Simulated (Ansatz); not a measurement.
Consider TlSe (space group I4/mcm, No. 140; a = 7.944 Å, c = 6.969 Å).

Method: DFT with PBEsol, PAW potentials and a 420 eV plane-wave cutoff in Ansatz (a quantum-chemistry and plane-wave program), no spin-orbit coupling.

For the base:

```
Property           Result
---------------  --------
Volume per atom  27.49 Å³
c/a ratio           0.877
```

Perturbation: cell and atoms relaxed at a pressure of 5 GPa.

**Question.** Estimate the effect on the volume per atom.

**Answer.** The volume per atom drops by 3.41 Å³ to 24.08 Å³.

**Question.** What does the calculation give for the c/a ratio after the change?

**Answer.** The c/a ratio grows by 0.028, from 0.877 to 0.905.

Load acts through the strain it causes; cell and atoms are relaxed under it. Whether these cells are dynamically stable was not tested. No other phases were tried under pressure. The final runs are not spin-polarised.
